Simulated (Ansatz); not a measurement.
Subject: the reaction energy. Reaction: Pt (fcc) + Cl2 (gas) → PtCl2 (gas). Negative: the products are lower in energy.

Pt (fcc, Fm-3m), 1 atom in the cell, k-point mesh 26×26×26 on the run's own vectors. Conventional cell: a = b = c = 3.972 Å, α = β = γ = 90.00°.

An isolated PtCl2 molecule (triplet) in a box of 11 × 11 × 16 Å.
```xyz
3

Pt     0.0000     0.0000     0.0000
Cl     0.0000     0.0000     2.1569
Cl     0.0000     0.0000    -2.1569
```

An isolated Cl2 molecule (singlet) in a box of 11 × 11 × 14 Å.

Plane-wave PAW calculations with Ansatz (an electronic-structure program), its PAW set soft_1, cutoff 420 eV, 500 eV for r2SCAN. The structures are at rest with PBE; other levels are single points on them. HSE06 runs on coarser k-point meshes, mended by the PBE difference between the two meshes. Some cells are metallic or hold partly filled levels, where a hybrid on a coarse mesh is less sure. Neutral cells; Fermi-Dirac smearing of at most 0.10 eV in the solids, energies taken to zero width. The lattices are those relaxed with PBE, so at other levels the solids can be strained, which adds to the spread. A dispersion term (D3(BJ), or D4 for r2SCAN) was computed beside these levels and is taken off wherever the name lacks it. Space groups of crystals are read within 0.01 Å. No zero-point or thermal terms. The runs are scalar-relativistic, without spin-orbit coupling.

Task: Give the value at the level r2SCAN.

Result: 0.61 eV, for Pt (fcc) + Cl2 (gas) → PtCl2 (gas).

Task: How does the value move with the functional?

Result: 
| Level | value (eV) | less r2SCAN |
|---|---|---|
| HSE06 | 0.40 | -0.21 |

The levels shown span 0.21 eV, from HSE06 (0.40) to r2SCAN (0.61).
